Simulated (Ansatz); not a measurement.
```yaml
crystal:
  lattice:
    - [6.56064, 0.01920, 0.00000]
    - [-3.26369, 5.69128, 0.00000]
    - [0.00000, 0.00000, 5.23419]
  atoms:
    - { symbol: Cd, position: [0.34054, 0.15946, 0.00306] }
    - { symbol: Cd, position: [0.15946, 0.34054, 0.50306] }
    - { symbol: O, position: [0.34359, 0.15641, 0.58779] }
    - { symbol: O, position: [0.15641, 0.34359, 0.08779] }
    - { symbol: Zn, position: [0.34012, 0.67391, 0.00502] }
    - { symbol: Zn, position: [0.15988, 0.82609, 0.50502] }
    - { symbol: O, position: [0.34875, 0.69524, 0.63414] }
    - { symbol: O, position: [0.15125, 0.80476, 0.13414] }
    - { symbol: Zn, position: [0.82609, 0.15988, 0.00502] }
    - { symbol: Zn, position: [0.67391, 0.34012, 0.50502] }
    - { symbol: O, position: [0.80476, 0.15125, 0.63414] }
    - { symbol: O, position: [0.69524, 0.34875, 0.13414] }
    - { symbol: Zn, position: [0.83303, 0.66697, 0.00418] }
    - { symbol: Zn, position: [0.66697, 0.83303, 0.50418] }
    - { symbol: O, position: [0.83192, 0.66808, 0.62744] }
    - { symbol: O, position: [0.66808, 0.83192, 0.12744] }
```

Relaxed-ion tensors in this frame from DFT at the LDA level (Ansatz, a first-principles code). Proper piezoelectric stress tensor e (C/m²):

```
 0.00   0.00   0.00   0.00   0.54   0.00
 0.00   0.00   0.00   0.54   0.00   0.00
 0.68   0.69  -1.54   0.00   0.00   0.00
```

Stiffness C (GPa):

```
 194   132   116   0.0   0.0   1.9
 132   199   118   0.0   0.0   2.7
 116   118   191   0.0   0.0   1.1
 0.0   0.0   0.0  31.6   0.1   0.0
 0.0   0.0   0.0   0.1  31.5   0.0
 1.9   2.7   1.1   0.0   0.0  32.6
```

The ordered cell is a computed model, not a synthesised structure.

### Question
Obtain the piezoelectric strain tensor d.

### Answer
d = e S with S = C⁻¹, in pC/N:

```
  0.0    0.0    0.0   -0.1   17.1    0.0
  0.0    0.0    0.0   17.1   -0.1    0.0
  8.8    8.8  -18.8    0.0    0.0   -0.6
```
